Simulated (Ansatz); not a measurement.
**Effect of uniaxial strain ε_xx = −1.20 % on ZnS**

Start from ZnS in the wurtzite structure (space group P6_3mc, No. 186; a = 3.7383 Å, c = 6.1429 Å). Axes: x lies along a and z along c of the hexagonal cell.

The change: the cell is compressed by 1.20 % along x with no lateral relaxation, atoms relaxed at fixed cell.

Computed with Ansatz (a program for electronic structure) LDA, no spin-orbit coupling. k-mesh 10×10×6 (Γ-centred); smearing 0.05 eV (Fermi–Dirac).

| quantity | base | changed | shift |
|---|---|---|---|
| space group | P6_3mc (No. 186) | Cmc2_1 (No. 36) | – |
| energy relative to the base (free energy F) | 0 meV/atom | +1.2 meV/atom | +1.2 meV/atom |
| pressure (mean of the normal stresses, compression positive) | 0.0 kbar | 10.4 kbar | +10.4 kbar |
| band gap | 2.19 eV | 2.20 eV | +0.01 eV |
| gap character | direct at Γ | direct at Γ | – |
| electron mass | 0.15 mₑ along c, 0.18 mₑ across (at Γ) | 0.15 mₑ along z, 0.18 mₑ across (at Γ) | – |
| hole mass | – | 0.17 mₑ along x, 1.5 mₑ across (at Γ) | – |
| valence-band top at Γ (three highest levels, from the VBM) | 0.00, 0.00, -0.10 eV | 0.00, -0.06, -0.17 eV | – |
| largest internal atomic displacement | – | 0.013 Å | – |
| stress (xx, yy, zz, yz, xz, xy; compression positive) | – | (1.69, 0.81, 0.63, 0.00, 0.00, 0.00) GPa | – |

Final structure:

```yaml
crystal:
  lattice:
    - [3.69341, 0.00000, 0.00000]
    - [-1.84670, 3.23743, 0.00000]
    - [0.00000, 0.00000, 6.14288]
  atoms:
    - { symbol: Zn, position: [0.33308, 0.66616, 0.00120] }
    - { symbol: Zn, position: [0.66692, 0.33384, 0.50120] }
    - { symbol: S, position: [0.33520, 0.67040, 0.37380] }
    - { symbol: S, position: [0.66480, 0.32960, 0.87380] }
```

Masses are band curvatures over ±0.01 Å⁻¹ around the edge. Stability against distortions was not tested. k-point labels follow each cell's own Brillouin zone.
